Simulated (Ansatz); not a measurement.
Interstitial O in rock-salt CaO, relaxed from 2 sites or starts (void with 4Ca4O nearest; split with O); at each charge the lowest end counts.

Method: PBE, PAW (plane waves to 420 eV; Ansatz, a program for electronic structure). Cell and caveats: 64-site cell; 2×2×2 shifted k-points; host gap 3.66 eV; charged states image-corrected; finite-size errors of tenths of an eV; flagged in the runs: for some of the defects a doubtful potential alignment, a strain field that reaches the edge of the cell.

```tsv
charge	neighbours at the lowest end (Å)	corrected energy + q E_VBM, against the first (eV)
0	O 1.46, Ca 2.21, Ca 2.21, Ca 2.21	0.00
−1	O 2.08, Ca 2.10, Ca 2.10, Ca 2.10, Ca 2.40	2.44
−2	Ca 2.08, Ca 2.08, Ca 2.08, Ca 2.08	4.23
```

Charges from +1 to −2 were run. The lines E(q) + q E_F give the stable charge, which changes above the valence-band maximum at (0/−2) at 2.11 eV. A charge is skipped: negative-U behaviour.
